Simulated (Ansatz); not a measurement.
## Response to strain in CdS

The parent structure is CdS in the zinc blende structure (space group F-43m, No. 216; a = 5.8777 Å).

Strains are applied to the cell and any free atomic positions relax.

Level of theory: r2SCAN/PAW in Ansatz (an electronic-structure program), scalar-relativistic without spin-orbit coupling.

```tsv
isotropic strain (%)	pressure (GPa)
0	0.0
0.5	-0.9
1	-1.7
1.5	-2.4
2	?
2.5	-3.8
3	-4.4
```

Fit P = P₀ − Bδ + Cδ² with δ = (1 + ε)³ − 1 to the rows shown and predict the withheld row.

Least squares on the printed values gives P₀ = 0.0 GPa, B = 58.4 GPa, C = 121 GPa (largest residual 0.0 GPa); this predicts -3.1 GPa, and the run gives -3.1 GPa, in agreement.

Whether these cells are dynamically stable was not tested.
